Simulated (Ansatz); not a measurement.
# Competing hops of interstitial F in anatase TiO2, charge state -1

Defect migration in anatase TiO2: interstitial F, charge state -1. Computed with PBE, PAW (plane waves to 420 eV; Ansatz, an electronic-structure program).

Settings: 108 host sites, the relaxed PBE lattice, the Γ point alone, smearing 0.01 eV, spin-restricted, no image-charge correction. No zero-point or tunnelling terms. The charge state is imposed; whether it is stable for some Fermi level was not computed. Sites that were not tried may lie lower.

Barriers: single points on a 2×2×2 k-point mesh shifted by half a step at the bands' geometries.

```json
[
 {"Route": "several atoms move together, F the farthest (a rearrangement that moves the defect's centre by under 1 Å)", "Start site over the lowest site run (eV)": "0.00", "Hop (Å)": "0.79", "Forward barrier (eV)": "0.11", "Backward barrier (eV)": "0.08", "Neighbours at the start": "2 O at 2.26, 2 O at 2.30; 2 Ti at 2.03 Å", "Neighbours at the saddle": "O at 2.22, O at 2.31, O at 2.40, 2 O at 2.46; Ti at 1.97, Ti at 2.40, Ti at 2.46 Å", "Saddle order": "not checked", "Forward, on the band's own sampling (eV)": "0.11"},
 {"Route": "several atoms move together, F the farthest", "Start site over the lowest site run (eV)": "0.02", "Hop (Å)": "1.59", "Forward barrier (eV)": "0.31", "Backward barrier (eV)": "0.31", "Neighbours at the start": "O at 2.19, 2 O at 2.35, O at 2.56, 2 O at 2.62; 2 Ti at 2.07 Å", "Neighbours at the saddle": "2 O at 2.26, 2 O at 2.51; Ti at 1.93 Å", "Saddle order": "not checked, on a symmetry element", "Forward, on the band's own sampling (eV)": "0.32"}
]
```

Paths come from CI-NEB runs. Of the routes that converged and passed our checks, the lowest saddle point lies 0.11 eV above the lowest of the sites run (several atoms move together, F the farthest (a rearrangement that moves the defect's centre by under 1 Å)); other sites, such as split forms, and other routes may lie lower. A band can be held on a symmetry element, so unchecked saddle points there may be too high. A further band (one F atom jumps by itself (a rearrangement that moves the defect's centre by under 1 Å), 0.76 Å) gave 0.11 eV forward on its own sampling, 0.11 eV above the lowest site run, but a shoulder points to a second hump between its images, so it is not taken as a result.
